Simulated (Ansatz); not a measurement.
Start from CdTe in the zinc blende structure (space group F-43m, No. 216).

```xyz
2
Lattice="0.0000 3.2789 3.2789 3.2789 0.0000 3.2789 3.2789 3.2789 0.0000" Properties=species:S:1:pos:R:3 pbc="T T T"
Cd     0.0000     0.0000     0.0000
Te     1.6394     1.6394     1.6394
```

Cartesian axes are those of the cell as printed.

All numbers come from r2SCAN/PAW in Ansatz (a quantum-chemistry and plane-wave program), scalar-relativistic without spin-orbit coupling.

Before the change:

```
Quantity                             Value
---------------------  -------------------
Pressure                          0.00 GPa
Band gap                           1.17 eV
Valence-band top at Γ  0.00, 0.00, 0.00 eV
```

Perturbation: the cell is compressed by 0.50 % along z with no lateral relaxation; the atoms relax in the strained cell.

### Question
Estimate the effect on the pressure, band gap and valence-band top at Γ.

### Answer
The pressure (mean of the normal stresses, compression positive) goes from zero to 0.20 GPa; the band gap is still 1.17 eV; the valence-band top at Γ (three highest levels, from the VBM) becomes 0.00, -0.02, -0.02 eV (base: 0.00, 0.00, 0.00 eV).

With Te present, leaving out spin-orbit coupling can change the band edges. No phonon test of stability was made.
